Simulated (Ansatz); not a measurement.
The reference is TiO2 in the anatase structure (space group I4_1/amd, No. 141; a = 3.7988 Å, c = 9.7007 Å).

Method: PBE (Ansatz, an electronic-structure program; PAW; 420 eV plane waves; scalar-relativistic without spin-orbit coupling).

Before the change:

Band gap: 2.13 eV
Volume per atom: 11.67 Å³
Smallest direct gap: 2.43 eV

The change: a hydrostatic pressure of 22.5 GPa.

**Question.** How does this affect the band gap, volume per atom and smallest direct gap?

**Answer.** The band gap shrinks by 0.22 eV, from 2.13 eV to 1.91 eV; the volume per atom drops by 1.27 Å³, from 11.67 Å³ to 10.40 Å³; the smallest direct gap increases by 0.06 eV (2.43 eV → 2.49 eV).

Load acts through the strain it causes; cell and atoms are relaxed under it. Whether these cells are dynamically stable was not tested. Competing high-pressure phases were not computed. All final runs are without spin polarisation.
